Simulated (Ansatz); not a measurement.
# A computed series for WS2: pressure series

Consider WS2 in the 2H-MoS2 type structure (space group P6_3/mmc, No. 194; a = 3.115 Å, c = 11.773 Å; layered, stacked along the Cartesian z axis).

Cell and atoms are relaxed at each pressure.

The values are results of PBEsol-D3(BJ)/PAW in Ansatz (a first-principles code), no spin-orbit coupling, not measurements.

```json
[
 {"change": "base", "c/a ratio": "3.780", "band gap": "0.65 eV", "density": "8.33 g/cm³"},
 {"change": "pressure −2 GPa", "c/a ratio": "3.849", "band gap": "0.81 eV", "density": "8.04 g/cm³"},
 {"change": "pressure −1 GPa", "c/a ratio": "3.808", "band gap": "0.72 eV", "density": "8.20 g/cm³"},
 {"change": "pressure 0.9 GPa", "c/a ratio": "3.759", "band gap": "0.60 eV", "density": "8.43 g/cm³"},
 {"change": "pressure 2.1 GPa", "c/a ratio": "3.738", "band gap": "0.54 eV", "density": "8.55 g/cm³"},
 {"change": "pressure 4.5 GPa", "c/a ratio": "3.708", "band gap": "0.43 eV", "density": "8.76 g/cm³"},
 {"change": "pressure 9 GPa", "c/a ratio": "3.675", "band gap": "0.26 eV", "density": "9.09 g/cm³"},
 {"change": "pressure 15 GPa", "c/a ratio": "3.651", "band gap": "0.07 eV", "density": "9.46 g/cm³"},
 {"change": "pressure 22.5 GPa", "c/a ratio": "3.638", "band gap": "zero", "density": "9.86 g/cm³"},
 {"change": "pressure 30 GPa", "c/a ratio": "3.632", "band gap": "zero", "density": "10.21 g/cm³"}
]
```

A case with no gap was solved on a k-mesh chosen for an insulator, which is coarse for it. Spin-orbit coupling, missing from the scalar runs, can matter with W. Load acts through the strain it causes; cell and atoms are relaxed under it. Stability against distortions was not tested. Competing high-pressure phases were not computed. The final runs are not spin-polarised. The zero or small gap of WS2 under pressure 9 GPa, WS2 under pressure 15 GPa, WS2 under pressure 22.5 GPa and WS2 under pressure 30 GPa can change with the level of theory.
